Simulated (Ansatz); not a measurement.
Ansatz (a first-principles code) run on CsCaH3 (P4mm, 5 atoms in the cell): self-consistent single point.

Method: LDA (PW92), default PAW files made with PBE (plane waves; Ansatz).

The change in words: lattice scaled by 0.98; kpoints.mp_grid.grid: 6 6 6 → 12 12 12. Reference geometry:
```
CsCaH3
1.0
    4.59808     0.00000     0.00000
    0.00000     4.59808     0.00000
    0.00000     0.00000     4.59808
Cs Ca H
1 1 3
Cartesian
  0.00000   0.00000   0.05000
  2.29904   2.29904   2.29904
  2.29904   0.00000   2.29904
  0.00000   2.29904   2.29904
  2.29904   2.29904   0.00000
```

Reference input (self-consistent single point, DFT, LDA (PW92), plane waves, default PAW files made with PBE): basis.ecutwfc = 420 eV; kpoints.mp_grid.grid = 6 6 6; hamiltonian.xc = lda; hamiltonian.pseudopotentials = {kind: paw} (the program's default PAW files); scf.occupations.method = fixed. This run's input differs from it in these lines:

Ansatz 0.2 input:
```diff
@@ -2,5 +2,5 @@
   lattice:
-    - [4.59808400, 0.00000000, 0.00000000]
-    - [0.00000000, 4.59808400, 0.00000000]
-    - [0.00000000, 0.00000000, 4.59808400]
+    - [4.50612200, 0.00000000, 0.00000000]
+    - [0.00000000, 4.50612200, 0.00000000]
+    - [0.00000000, 0.00000000, 4.50612200]
   atoms:
@@ -14,3 +14,3 @@
 kpoints:
-  mp_grid: { grid: [6, 6, 6] }
+  mp_grid: { grid: [12, 12, 12] }
 hamiltonian:
```

Output (repeated stretches shortened):

```
SCF iter   1: F=—  HF=-7326.642816 eV  |F-HF|=—  |Δ(HF+E_count)|=         —  Δρ=1.02e-2  dr2=8.29e-2  ethr=1.77e-3  ⟨swp⟩=4.5  Hψ=15016  notcnv=0  defer=367
all-band conjugate gradients solve this SCF's bands
preconditioner: auto → Resta (q_TF=auto, 2.151 Å⁻¹)
SCF iter   2: F=—  HF=-7326.618140 eV  |F-HF|=—  |Δ(HF+E_count)|=   2.47e-2  Δρ=4.41e-3  dr2=1.62e-2  ethr=3.77e-4  ⟨swp⟩=1.4  Hψ=4817  notcnv=0  defer=346
SCF iter   3: F=—  HF=-7326.612644 eV  |F-HF|=—  |Δ(HF+E_count)|=   5.50e-3  Δρ=4.57e-4  dr2=1.27e-4  ethr=7.35e-5  ⟨swp⟩=2.0  Hψ=3966  notcnv=0  defer=551
SCF iter   4: F=—  HF=-7326.612628 eV  |F-HF|=—  |Δ(HF+E_count)|=   1.61e-5  Δρ=1.05e-4  dr2=5.33e-6  ethr=5.79e-7  ⟨swp⟩=2.7  Hψ=4804  notcnv=0  defer=496
SCF iter   5: F=—  HF=-7326.612629 eV  |F-HF|=—  |Δ(HF+E_count)|=   1.02e-6  Δρ=3.08e-5  dr2=3.78e-7  ethr=2.42e-8  ⟨swp⟩=2.2  Hψ=5089  notcnv=0  defer=226
SCF iter   6: F=-7326.612629 eV  HF=-7326.612629 eV  |F-HF|=2.64e-10  |Δ(HF+E_count)|=   1.67e-7  Δρ=1.88e-6  dr2=2.98e-9  ethr=4.55e-10  ⟨swp⟩=10.5  Hψ=21297  notcnv=0
SCF 1 converged in 6 iterations: F = -7326.612629 eV  dr2 = 2.98e-9
Free energy (F): -7326.612629 eV
Internal energy: -7326.612629 eV  (E = F + TS)
E sigma→0 (E₀):  -7326.612629 eV
Fermi energy:    3.453256 eV
--- Forces (eV/Å), atoms counted from 1 ---
  atom   1  Cs     0.00000000     0.00000000    -0.08373223
  atom   2  Ca    -0.00000000     0.00000000     0.04536596
  atom   3  H      0.00000000     0.00000000     0.01143138
  atom   4  H      0.00000000     0.00000000     0.01143138
  atom   5  H      0.00000000     0.00000000     0.01550216
--- Stress (GPa, compression-positive) ---
       -0.668199       0.000000       0.000000
        0.000000      -0.668199       0.000000
        0.000000       0.000000      -0.668943
  P = ⅓ Tr σ = -0.6684 GPa (-6.684 kbar)
  The stress holds the Pulay correction. Without it, at fixed plane waves, as pw.x and ABINIT print it: P = -0.7215 GPa
```

The run converged in 6 iterations. Against the reference run the free energy drops by 10.0 meV/atom, the pressure goes from -2.06 to -0.67 GPa, the largest force goes from 0.069 to 0.084 eV/Å and the gap on the mesh goes from 2.792 to 2.708 eV.

The starting cell comes from a database of computed structures (which also holds hypothetical and non-ambient phases and stackings), without a prior relaxation at this level. Its lattice was rescaled by up to half a per cent. One atom was moved a little off its site on purpose. For this run, on top of that: lattice scaled by 0.98. Ansatz's pressure includes its estimate of the finite-basis (Pulay) stress.
